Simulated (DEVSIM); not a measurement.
Structure: Pd/HfO2/n-Ge capacitor, at 300 K.

Layer 1 from the left is HfO2, thickness (nm) 6.60. Layer 2 from the left is Ge, thickness (nm) 4000, Nd (cm⁻³) 2.2e16.

Metal gate on the left, work function 5.2 eV. Fixed charge at the semiconductor interface -3.1e11 cm⁻² (in units of +e); no interface traps.

This is a model device: material constants are rounded textbook-type values typed into the input, and sizes, dopings and lifetimes were drawn at random. Values at 300 K.

HfO2: gap (eV) 5.7, affinity (eV) 2.5, permittivity 22. Ge: gap (eV) 0.664, affinity (eV) 4, permittivity 16, Nc (cm⁻³) 1.04e19, Nv (cm⁻³) 6e18.

Question: Estimate by hand the flat-band voltage, the threshold voltage, and compare with a numerical solution.

Answer: 
- Flat-band voltage: C = 2.95 μF/cm², work-function difference 1.041 V; VFB = φms − qNf/C = 1.06 V; numerical 1.06 V.
- Threshold voltage: φF = 0.180 V, depletion charge √(4εqNφF) = 5.99e-8 C/cm²; VT = VFB − 2φF − Qd/C = 0.68 V; numerical 0.68 V.

Simulated with DEVSIM: 1D Poisson equation in equilibrium, Boltzmann statistics, complete ionisation; no quantum confinement or tunnelling. Metal contacts follow the ideal Schottky-Mott rule: no Fermi-level pinning, no interface dipoles.
